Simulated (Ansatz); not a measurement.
The starting structures come from a database of crystals and need not be the phases stable at ambient conditions.

 Where the default PAW files enter, the runs use the earlier of Ansatz's two default sets.

By PBEsol, the system below comes out a metal.

Without scattering a metal conducts by its projected Fermi surface.

Consider the following.

```yaml
crystal:
  lattice:
    - [3.34350, 0.00000, 0.00000]
    - [0.00000, 6.61585, 0.00000]
    - [0.00000, 0.00000, 6.61585]
  atoms:
    - { symbol: Si, position: [0.00000, 0.63400, 0.13400] }
    - { symbol: Si, position: [0.00000, 0.36600, 0.86600] }
    - { symbol: Si, position: [0.00000, 0.13400, 0.36600] }
    - { symbol: Si, position: [0.00000, 0.86600, 0.63400] }
    - { symbol: W, position: [0.00000, 0.50000, 0.50000] }
    - { symbol: W, position: [0.00000, 0.00000, 0.00000] }
    - { symbol: W, position: [0.50000, 0.15984, 0.65984] }
    - { symbol: W, position: [0.50000, 0.84016, 0.34016] }
    - { symbol: W, position: [0.50000, 0.65984, 0.84016] }
    - { symbol: W, position: [0.50000, 0.34016, 0.15984] }
```

Space group of this cell: P4/mbm. The cell is taken as given; by PBEsol its mean pressure is -7.6 GPa.

The current flows along the normal of the first two printed cell vectors, the (100) plane of the conventional cell. No spin-orbit coupling; the value is a mean over 0.1 eV about the Fermi level.

Compute, with PBEsol (Ansatz, a quantum-chemistry and plane-wave program), the ballistic conductance per area.

0.63 × 10¹⁵ S/m² for both spins.
